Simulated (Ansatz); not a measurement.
Start from KTaO3 in the cubic perovskite structure (space group Pm-3m, No. 221; a = 4.023 Å). Axes: x, y, z lie along the cube axes.

Method: Ansatz (a program for electronic structure) PBE, no SOC, earlier PAW set.

One thing is altered: every lattice vector is stretched by 2.27 %, atoms relaxed at fixed cell.

Task: Predict the stress tensor and what it implies for the stiffness.

Result: Stress of the strained cell less that of the base (GPa, compression positive):
```
 -10.92    0.00    0.00
   0.00  -10.92    0.00
   0.00    0.00  -10.92
```

Then B = −ΔP/(ΔV/V₀) with ΔV/V₀ = 0.0697 gives secant stiffness values (nonlinear terms included at this strain): B ≈ 157 GPa.

As a check, the harmonic strain energy −½ V₀ Δσ:ε is 30 meV/atom; the computed energy rise is 33 meV/atom.

Stability against distortions was not tested.
